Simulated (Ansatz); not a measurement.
Start from Cu in the fcc (Cu type) structure (space group Fm-3m, No. 225; a = 3.564 Å; relaxed with 0.1 eV smearing). Axes: x, y, z lie along the cube axes.

All numbers come from Ansatz (a program for electronic structure), PBEsol, PAW, cutoff 420 eV, no SOC.

Now apply this change: the cell is stretched by 1.00 % along z with no lateral relaxation, atoms relaxed at fixed cell.

### Question
Predict the stress tensor and what it implies for the stiffness.

### Answer
Stress of the strained cell less that of the base (GPa, compression positive):
```
   -1.4     0.0     0.0
    0.0    -1.4     0.0
    0.0     0.0    -2.0
```

Then −Δσ_ii/ε with ε = 0.0100 gives relaxed-ion elastic constants: C33 ≈ 205 GPa, C13 ≈ 142 GPa and C23 ≈ 142 GPa.

No phonon test of stability was made. All final runs are without spin polarisation.
